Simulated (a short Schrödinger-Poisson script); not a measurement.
## Symmetric double-gate stack, Si3N4 on p-type Si(100)

System: symmetric double-gate stack, Si3N4 on p-type Si(100), at 400 K.

| layer | material | thickness (nm) | Na (cm⁻³) |
|---|---|---|---|
| 1 | Si3N4 | 3.3 | - |
| 2 | Si | 6 | 2e15 |
| 3 | Si3N4 | 3.3 | - |

Constants are typed, rounded textbook-type inputs, not results; the design itself was drawn at random and stands for no fabricated device. Si3N4: permittivity 7.5, conduction-band edge (eV) 1.95, gap (eV) 5.1, electron mass (mₑ) 0.5. Si: permittivity 11.7, conduction-band edge (eV) 0, gap (eV) 1.124, Nv at 300 K (cm⁻³) 3.1e19.

Channel valleys (confinement mass, in-plane density-of-states mass, number): Δ2 0.916, 0.19, 2; Δ4 0.19, 0.417, 4. At the gates, both at one voltage, the conduction-band edge of layer 1 lies 1.96 eV − eVg above the Fermi level of the channel. Gaps are held at their typed values at every temperature. Mesh 0.03 nm at interfaces.

Solved with a short Schrödinger-Poisson script written for these runs: 1D Poisson equation in equilibrium, electrons quantum, Hartree (BenDaniel-Duke, 12 states a valley, the channel's in-plane mass for all, wave functions free to enter the dielectric), parabolic valleys, classical holes, full ionisation, no traps, pinning or gate leakage.

```
Vg (V)  electrons (cm⁻²)  C (μF/cm²)  Δ2 E0 (meV)  Δ2 E1 (meV)  Δ4 E0 (meV)  Δ4 E1 (meV)
------  ----------------  ----------  -----------  -----------  -----------  -----------
-0.3              1.70e9     0.00799        320.8        352.6        350.2        471.3
-0.2             2.96e10       0.134        222.2        254.0        251.6        372.6
-0.1             3.39e11        1.05        138.3        169.3        167.6        287.6
0                1.35e12        2.09         90.8        119.2        119.6        236.5
0.1              2.81e12        2.54         65.7         90.7         94.0        206.6
0.2              4.48e12        2.77         49.7         71.2         77.8        185.9
0.3              6.25e12        2.90         38.0         56.3         66.2        169.9
0.4              8.09e12        3.00         28.6         44.0         57.3        156.8
0.5              9.99e12        3.07         20.6         33.5         50.1        145.6
0.6              1.19e13        3.13         13.5         24.2         44.1        135.9
0.7              1.39e13        3.18          6.9         15.9         38.9        127.2
```

Subbands count from the Fermi level. The capacitance is that of both gates.
